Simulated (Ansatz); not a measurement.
## 4H silicon carbide (0 0 1) on wurtzite GaN (1 0 0) (film strained to the substrate, started from cuts of the bulks and a machine-learned relaxation; slabs Ga10N10 and Si16C16, which can lie off the formulas)

A periodic stack without vacuum, 4H silicon carbide (0 0 1) on wurtzite GaN (1 0 0) (film strained to the substrate, started from cuts of the bulks and a machine-learned relaxation; slabs Ga10N10 and Si16C16, which can lie off the formulas): substrate slab Ga10N10, film Si16C16, surface cells [[0, 1], [-1, 0]] and [[-1, 1], [-1, -1]], film strained by -2.2 and +4.0 %, outermost planes GaN/GaN and C/Si as cut, which need not be the usual terminations and can put a slab off its formula.

The start was prepared with a machine-learned potential, and the result is one local minimum, with the in-plane cell held and forces under 0.04 eV/Å; the film can end far from its bulk form.

All values below come from PBE (plane waves to 420 eV, PAW; Ansatz, an electronic-structure program). No spin–orbit coupling; the runs are not spin-polarised; PBE gaps are too small against experiment. Its k-point mesh 5×7×1, Fermi–Dirac width 0.05 eV.

| Quantity | Result |
|---|---|
| interface area | 16.9 Å² |
| period | 34.31 Å |
| heights between the nearest atoms of the two slabs at the two interfaces | 1.54 and 1.83 Å |
| Ga–Si contacts across the interfaces within 1.22 times the sum of covalent radii | 2, mean 2.56 Å |
| N–Si contacts across the interfaces within 1.22 times the sum of covalent radii | 1, mean 1.85 Å |
| C–Ga contacts across the interfaces within 1.22 times the sum of covalent radii | 1, mean 2.03 Å |
| C–N contacts across the interfaces within 1.22 times the sum of covalent radii | 1, mean 1.59 Å |
| two interfaces | unlike, so that offsets are their mean |

```
CELL_PARAMETERS angstrom
      5.24306     0.00007    -0.05185
      0.00005     3.21840     0.05526
     -2.08732     1.12699    34.35345
ATOMIC_POSITIONS crystal
  Ga 0.50621 0.56341 0.05519
  Ga 0.98018 0.00288 0.03240
  N  0.88162 0.49046 0.06184
  N  0.36846 0.10545 0.02489
  Ga 0.54540 0.99863 0.13811
  Ga 0.03294 0.49427 0.11436
  N  0.92265 0.98145 0.14139
  N  0.40771 0.51786 0.11018
  Ga 0.58299 0.44698 0.21987
  Ga 0.07139 0.96121 0.19498
  N  0.96075 0.44825 0.22229
  N  0.44704 0.96319 0.19264
  Ga 0.61983 0.89103 0.30092
  Ga 0.10985 0.42588 0.27633
  N  0.99832 0.91624 0.30427
  N  0.48466 0.40801 0.27391
  Ga 0.65238 0.29300 0.38248
  Ga 0.15103 0.90078 0.35859
  N  0.03553 0.41700 0.38831
  N  0.51966 0.81998 0.35403
  Si 0.14474 0.48002 0.52763
  Si 0.64251 0.98933 0.52771
  Si 0.22168 0.40502 0.67493
  Si 0.72187 0.90574 0.67497
  Si 0.02161 0.94362 0.60118
  Si 0.52191 0.44565 0.60149
  Si 0.27643 0.01236 0.45228
  Si 0.77501 0.54401 0.45581
  C  0.17570 0.45233 0.58297
  C  0.67336 0.95655 0.58308
  C  0.09762 0.50185 0.43308
  C  0.60952 0.06316 0.43773
  C  0.05231 0.91449 0.65677
  C  0.55253 0.41555 0.65697
  C  0.29414 0.98556 0.50858
  C  0.79835 0.50258 0.51069
  Si 0.27981 0.32491 0.82209
  Si 0.78075 0.82890 0.82237
  Si 0.36280 0.21601 0.97164
  Si 0.86187 0.78078 0.96813
  Si 0.16114 0.77926 0.89607
  Si 0.65529 0.29696 0.89573
  Si 0.41237 0.86549 0.74860
  Si 0.91194 0.36662 0.74861
  C  0.30978 0.29213 0.87728
  C  0.81205 0.80305 0.87792
  C  0.24230 0.37537 0.73030
  C  0.74256 0.87625 0.73029
  C  0.19659 0.73606 0.95184
  C  0.68481 0.28246 0.95115
  C  0.43327 0.83514 0.80416
  C  0.93254 0.33797 0.80413
```
